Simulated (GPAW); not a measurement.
**A self-consistent single point of Mg₆ZnB (Amm2, 8 atoms in the cell) with GPAW**

Computed with PBEsol, GPAW PAW datasets PBEsol (made by gpaw-setup) (plane waves; GPAW).

Input as run:

```python
from ase import Atoms
from ase.units import GPa
from gpaw import GPAW

atoms = Atoms(['Mg', 'Mg', 'Mg', 'Mg', 'Mg', 'Mg', 'Zn', 'B'],
              cell=[[3.885600, 0.000000, 0.000000],
                    [0.000000, 4.047245, 4.884945],
                    [0.000000, -4.047245, 4.884945]],
              scaled_positions=[[0.500000, 0.953510, 0.310210],
                                [0.500000, 0.310210, 0.953510],
                                [0.500000, 0.872510, 0.872510],
                                [0.000000, 0.616740, 0.153680],
                                [0.000000, 0.153680, 0.616740],
                                [0.000000, 0.640360, 0.640360],
                                [0.500000, 0.429640, 0.429640],
                                [0.000000, 0.023370, 0.023370]],
              pbc=True)

calc = GPAW(mode={'name': 'pw', 'ecut': 900},
            xc='PBEsol',
            kpts=(5, 3, 3),
            occupations={'name': 'fermi-dirac', 'width': 0.1},
            nbands=-14,
            convergence={'density': 1e-05},
            symmetry={'symmorphic': False, 'tolerance': 0.0005},
            maxiter=150,
            txt='-')

atoms.calc = calc

energy = atoms.get_potential_energy()
print('Energy (eV):', round(energy, 6))
forces = atoms.get_forces()
print('Forces (eV/Ang):')
print(forces.round(5))
stress = atoms.get_stress()
print('Stress (GPa, Voigt):', (stress / GPa).round(4))
```

Log, with long lists cut:

```
Input parameters:
  convergence: {density: 1e-05}
  kpts: [5 3 3]
  maxiter: 150
  mode: {ecut: 900,
         name: pw}
  nbands: -14
  occupations: {name: fermi-dirac,
                width: 0.1}
  symmetry: {symmorphic: False,
             tolerance: 0.0005}
  xc: PBEsol

species:
  Mg:
    name: Magnesium
    Z: 12.0
    valence: 10
    core: 2
    charge: 0.0
    file: Mg.PBEsol.gz

    # Using partial waves for Mg as LCAO basis

  Zn:
    name: Zinc
    Z: 30.0
    valence: 12
    core: 18
    charge: 0.0
    file: Zn.PBEsol.gz

    # Using partial waves for Zn as LCAO basis

  B:
    name: Boron
    Z: 5.0
    valence: 3
    core: 2
    charge: 0.0
    file: B.PBEsol.gz

    # Using partial waves for B as LCAO basis

Reference energy: -82114.714944  # eV

Spin-paired calculation

Convergence criteria:
 Maximum [total energy] change in last 3 cyles: 0.0005 eV / valence electron
 Maximum integral of absolute [dens]ity change: 1e-05 electrons / valence electron
 Maximum integral of absolute [eigenst]ate change: 4e-08 eV^2 / valence electron
 Maximum number of scf [iter]ations: 150

Symmetries present (total): 4
Symmetries with fractional translations: 0
45 k-points: 5 x 3 x 3 Monkhorst-Pack grid
12 k-points in the irreducible part of the Brillouin zone
       k-points in crystal coordinates                weights
   0:     0.00000000    0.00000000    0.00000000          1/45
   1:     0.00000000    0.33333333   -0.33333333          2/45
   2:     0.00000000    0.33333333    0.00000000          4/45
   [... 7 lines left out ...]
          ...
  11:     0.40000000    0.33333333    0.33333333          4/45

Wave functions: Plane wave expansion
  Cutoff energy: 900.000 eV
  Number of coefficients (min, max): 9373, 9439
  Pulay-stress correction: 0.000000 eV/Ang^3 (de/decut=0.000000)

Occupation numbers: Fermi-Dirac:
  width: 0.1000  # eV

Eigensolver

Densities:
  Coarse grid: 27*45*45 grid
  Fine grid: 54*90*90 grid
  Total Charge: 0.000000

Density mixing:
  Method: separate
  Backend: pulay
  Linear mixing parameter: 0.05
  old densities: 5
  Damping of long wavelength oscillations: 50

Hamiltonian:
  XC and Coulomb potentials evaluated on a 54*90*90 grid
  External potential:
    NoExternalPotential

XC parameters: PBEsol with 2 nearest neighbor stencil

Number of atoms: 8
Number of atomic orbitals: 61
Number of bands in calculation: 51
Number of valence electrons: 75
Bands to converge: occupied

Density initialized from atomic densities
  51 bands from LCAO basis set

Atomic positions and initial magnetic moments

Positions:
   0 Mg     1.942800    2.603593    6.173203    ( 0.0000,  0.0000,  0.0000)
   1 Mg     1.942800   -2.603593    6.173203    ( 0.0000,  0.0000,  0.0000)
   2 Mg     1.942800   -0.000000    8.524327    ( 0.0000,  0.0000,  0.0000)
   3 Mg     0.000000    1.874117    3.763459    ( 0.0000,  0.0000,  0.0000)
   4 Mg     0.000000   -1.874117    3.763459    ( 0.0000,  0.0000,  0.0000)
   5 Mg     0.000000    0.000000    6.256247    ( 0.0000,  0.0000,  0.0000)
   6 Zn     1.942800   -0.000000    4.197536    ( 0.0000,  0.0000,  0.0000)
   7 B      0.000000   -0.000000    0.228322    ( 0.0000,  0.0000,  0.0000)

Unit cell:
           periodic     x           y           z      points  spacing
  1. axis:    yes    3.885600    0.000000    0.000000    27     0.1439
  2. axis:    yes    0.000000    4.047245    4.884945    45     0.1385
  3. axis:    yes    0.000000   -4.047245    4.884945    45     0.1385

  Lengths:   3.885600   6.343728   6.343728
  Angles:   79.284443  90.000000  90.000000

Effective grid spacing dv^(1/3) = 0.1411

     iter     time        total  log10-change:
                         energy   eigst   dens
iter:   1 --:--:--   -19.934495
iter:   2 --:--:--   -19.310227   -0.47  -1.31
iter:   3 --:--:--   -18.240123   -1.18  -1.38
iter:   4 --:--:--   -18.197613   -2.47  -1.59
iter:   5 --:--:--   -18.149011   -2.25  -1.65
iter:   6 --:--:--   -18.165503   -2.93  -1.93
iter:   7 --:--:--   -18.141710c  -2.80  -2.03
iter:   8 --:--:--   -18.139486c  -3.78  -2.66
iter:   9 --:--:--   -18.136985c  -4.21  -2.79
iter:  10 --:--:--   -18.136995c  -5.26  -3.16
iter:  11 --:--:--   -18.136838c  -5.29  -3.21
iter:  12 --:--:--   -18.136770c  -5.80  -3.36
iter:  13 --:--:--   -18.136720c  -6.16  -3.40
iter:  14 --:--:--   -18.136733c  -6.06  -3.46
iter:  15 --:--:--   -18.136719c  -6.06  -3.53
iter:  16 --:--:--   -18.136724c  -6.99  -3.77
iter:  17 --:--:--   -18.136745c  -6.42  -3.87
iter:  18 --:--:--   -18.136746c  -7.90c -4.46
iter:  19 --:--:--   -18.136748c  -8.10c -4.52
iter:  20 --:--:--   -18.136744c  -8.18c -4.64
iter:  21 --:--:--   -18.136742c  -8.71c -4.90
iter:  22 --:--:--   -18.136740c  -8.66c -5.02c

Converged after 22 iterations.

Dipole moment: (0.000000, -0.000000, 0.134699) |e|*Ang

Energy contributions relative to reference atoms: (reference = -82114.714944)

Kinetic:        -10.673877
Potential:      +20.789024
External:        +0.000000
XC:             -27.911256
Entropy (-ST):   -0.128613
Local:           -0.276325
SIC:             +0.000000
--------------------------
Free energy:    -18.201047
Extrapolated:   -18.136740

Showing only first 2 kpts
 Kpt  Band  Eigenvalues  Occupancy
  0    35      2.56265    2.00000
  0    36      3.88953    1.77698
  0    37      4.11290    0.92096
  0    38      5.61388    0.00000

  1    35      3.56547    1.99022
  1    36      4.02626    1.33995
  1    37      4.63971    0.00876
  1    38      5.79140    0.00000

Fermi level: 4.09706

No gap
No difference between direct/indirect transitions
Energy (eV): -18.13674

Forces in eV/Ang:
  0 Mg    0.00000    0.03657    0.01285
  1 Mg   -0.00000   -0.03657    0.01285
  2 Mg    0.00000    0.00000    0.00837
  3 Mg   -0.00000   -0.13799    0.09279
  4 Mg    0.00000    0.13799    0.09279
  5 Mg    0.00000    0.00000   -0.22546
  6 Zn    0.00000    0.00000    0.01055
  7 B     0.00000    0.00000   -0.00466

Stress tensor:
     0.002396     0.000000     0.000000
     0.000000     0.008256     0.000000
     0.000000     0.000000     0.008627
Stress (GPa, Voigt): [0.3839 1.3227 1.3822 0.     0.     0.    ]
```

The run converged in 22 iterations. GPAW prints stress with tension positive.

At such cutoffs GPAW's stress carries a finite-basis (Pulay) error, which enters relaxed cells too; its log prints stress with tension positive.

The starting cell comes from a database of computed structures (which also holds hypothetical and non-ambient phases and stackings), without a prior relaxation at this level.

Cost on one core of a shared machine: roughly 3 min.
